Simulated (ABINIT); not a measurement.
Band structure of InPd (Pm-3m, 2 atoms in the cell).

```yaml
crystal:
  lattice:
    - [3.33110, 0.00000, 0.00000]
    - [0.00000, 3.33110, 0.00000]
    - [0.00000, 0.00000, 3.33110]
  atoms:
    - { symbol: In, position: [0.00000, 0.00000, 0.00000] }
    - { symbol: Pd, position: [0.50000, 0.50000, 0.50000] }
```

Method of the run: PBE, PAW (JTH v2.0 PBE PAW) (plane waves; ABINIT).

Settings: pseudos = [In.GGA_PBE-JTH.xml, Pd.GGA_PBE-JTH.xml]; ecut = 653 eV; pawecutdg = 1306 eV; pawxcdev = 0; ixc = 11; occopt = 7; tsmear = 0.272 eV; ngkpt = 10 10 10; nshiftk = 1; shiftk = 0 0 0; potentials = JTH v2.0 PBE PAW; kptopt = 1; nstep = 80.

The starting cell comes from a database of computed structures (which also holds hypothetical and non-ambient phases and stackings), without a prior relaxation at this level. Its lattice was rescaled by a random factor within 2.5 % of one. Spin polarisation is off.

Levels in eV from the Fermi level, bands 12 to 19:
```csv
point,12,13,14,15,16,17,18,19
Γ,-3.62,-2.21,-2.21,-2.21,4.10,4.10,4.10,8.66
X,-3.58,-3.10,-3.10,-2.26,-1.13,9.04,9.04,9.68
M,-2.59,-2.59,-2.14,-2.14,-1.67,1.15,2.26,9.03
R,-4.59,-1.64,-1.64,-0.35,3.73,3.73,3.73,4.13
```

Bands cross the Fermi level along this path, so the cell is metallic at this level.
